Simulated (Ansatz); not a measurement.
# Hypothetical CdI2 type MnF2: thickness series

Start from MnF2 in the CdI2 type structure (space group P-3m1, No. 164; a = 3.3281 Å, c = 4.2810 Å; ferromagnetic; a hypothetical phase, not in the database extracts checked; layered, stacked along the Cartesian z axis).

Free-standing slabs (3 atom(s) a layer) normal to the stacking axis with 15 Å of vacuum; in-plane cell relaxed.

Level of theory: PBE-D3(BJ) (Ansatz, a program for electronic structure, PAW, no SOC).

| number of layers | band gap (eV) |
|---|---|
| 1 | 2.32 |
| 2 | 2.00 |
| 3 | ? |
| 4 | 1.82 |

**Question.** Fit E_g(N) = E_bulk + A N^(−s) with E_bulk = 1.70 eV, fitted as a line in log–log form to the rows shown and predict the withheld row.

**Answer.** Least squares on the printed values gives A = 0.64 eV, s = 1.18 (largest residual 0.02 eV); this predicts 1.87 eV, and the run gives 1.88 eV, in agreement.

No phonon test of stability was made. No Hubbard U is applied and the magnetic state is the run's own (MnF2 ferromagnetic); small cells can't hold the antiferromagnetic order that many such compounds have, so gaps and moments can be off. The D3 term's C6 switches between coordination references near this geometry, which can add small steps to energies.
